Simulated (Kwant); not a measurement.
Device: six-terminal Hall bar in a ZnO two-dimensional gas. Effective mass 0.3 mₑ, grid spacing 5.8 nm, hard walls, nominal width 150 nm (25 grid rows, so walls 150.8 nm apart), one parabolic valley, scattering region 390 nm long along x; energies count from the band bottom; Fermi energy swept from 0.0004325 to 0.00346 eV. Four side probes 75 nm wide, two on each edge; current runs along x; the sign of the Hall resistance is a convention. Perpendicular field 2 T, also in the leads; orbital effect alone.

Constants are typed, rounded textbook-type inputs, not results; the design itself was drawn at random and stands for no fabricated device.

Model: effective-mass tight-binding model on a square grid, one spin, coherent transport at 0 K (Kwant). Resistances are in h/e².

Problem. How many Landau levels lie under the Fermi energy, and what Hall resistance follows, at 0.843 meV and 2.00 T; 1.36 meV and 2.00 T; 2.38 meV and 2.00 T; 2.90 meV and 2.00 T?

Solution. ħωc = ħeB/m = 0.386 meV a tesla; levels lie at (n + ½)ħωc. E/ħωc = 1.09 gives 1 level and h/(1e²) = 1.000; simulated 1.000. E/ħωc = 1.76 gives 2 levels and h/(2e²) = 0.500; simulated 0.500. E/ħωc = 3.09 gives 3 levels and h/(3e²) = 0.333; simulated 0.333. E/ħωc = 3.75 gives 4 levels and h/(4e²) = 0.250; simulated 0.250.
